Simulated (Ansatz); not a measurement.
# A computed series for BAs: response to strain

Base system: BAs in the zinc blende structure (space group F-43m, No. 216; a = 4.7839 Å). Axes: x, y, z lie along the cube axes.

Strains are applied to the cell and any free atomic positions relax.

The values are results of r2SCAN (Ansatz, a program for electronic structure), no spin-orbit coupling, not measurements.

Notes on the quantities. pressure: mean of the normal stresses, compression positive.

```json
[
 {"change": "base", "pressure": "0.00 GPa", "band gap": "1.38 eV", "smallest direct gap": "3.44 eV"},
 {"change": "uniaxial strain ε_zz = −3.00 %", "pressure": "4.56 GPa", "band gap": "0.86 eV", "smallest direct gap": "3.13 eV"},
 {"change": "uniaxial strain ε_zz = −2.50 %", "pressure": "3.75 GPa", "band gap": "0.94 eV", "smallest direct gap": "3.18 eV"},
 {"change": "uniaxial strain ε_zz = −2.00 %", "pressure": "[?]", "band gap": "[?]", "smallest direct gap": "[?]"},
 {"change": "uniaxial strain ε_zz = −1.50 %", "pressure": "2.20 GPa", "band gap": "1.12 eV", "smallest direct gap": "3.28 eV"},
 {"change": "uniaxial strain ε_zz = −1.00 %", "pressure": "1.45 GPa", "band gap": "1.21 eV", "smallest direct gap": "3.33 eV"},
 {"change": "uniaxial strain ε_zz = −0.50 %", "pressure": "0.71 GPa", "band gap": "1.29 eV", "smallest direct gap": "3.38 eV"}
]
```

Fill in the withheld entries from the trend.


- uniaxial strain ε_zz = −2.00 %, pressure: 2.96 GPa
- uniaxial strain ε_zz = −2.00 %, band gap: 1.03 eV
- uniaxial strain ε_zz = −2.00 %, smallest direct gap: 3.23 eV

Whether these cells are dynamically stable was not tested.
